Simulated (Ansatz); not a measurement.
# BaF2: pressure 7.5 GPa

Base system: BaF$_{2}$ (space group Pnma, No. 62; a = 6.643 Å, b = 4.013 Å, c = 7.857 Å; a cell from a computed database, its experimental status unchecked).

It is then changed as follows: a hydrostatic pressure of 7.5 GPa.

Calculations: Kohn–Sham DFT with the PBEsol functional, run in Ansatz (an electronic-structure program) with PAW and 420 eV plane waves, without spin-orbit coupling. k-mesh 4×7×4 (Γ-centred); smearing 0.05 eV (Fermi–Dirac).

| quantity | base | changed | shift |
|---|---|---|---|
| volume per atom | 17.46 Å³ | 15.80 Å³ | -1.66 Å³ |
| density | 5.56 g/cm³ | 6.14 g/cm³ | +0.58 g/cm³ |
| shortest interatomic distance | 2.580 Å | 2.505 Å | -0.0744 Å |
| enthalpy H = E + PV relative to the base's energy | – | +0.77 eV/atom | – |
| band gap | 7.06 eV | 7.15 eV | +0.09 eV |
| gap character | direct at Γ | direct at Γ | – |
| mean gap deformation potential ΔEg/Δln V | – | -0.9 eV | – |
| valence-band top at Γ (three highest levels, from the VBM) | 0.00, -0.06, -0.06 eV | 0.00, -0.03, -0.07 eV | – |

Final structure:

```xyz
12
Lattice="6.3277 0.0000 0.0000 0.0000 3.8884 0.0000 0.0000 0.0000 7.7062" Properties=species:S:1:pos:R:3 pbc="T T T"
Ba     1.5998     2.9163     0.9200
Ba     4.7280     0.9721     6.7862
Ba     1.5641     0.9721     4.7732
Ba     4.7636     2.9163     2.9331
F      0.2367     0.9721     2.4858
F      6.0910     2.9163     5.2205
F      2.9271     2.9163     6.3389
F      3.4006     0.9721     1.3673
F      4.0856     0.9721     4.3647
F      2.2422     2.9163     3.3415
F      5.4060     2.9163     0.5116
F      0.9217     0.9721     7.1946
```

Cost of the whole job for the changed cell (relaxation, final SCF and bands): roughly 6 core-minutes.

Load acts through the strain it causes; cell and atoms are relaxed under it. Whether these cells are dynamically stable was not tested. Competing high-pressure phases were not computed.
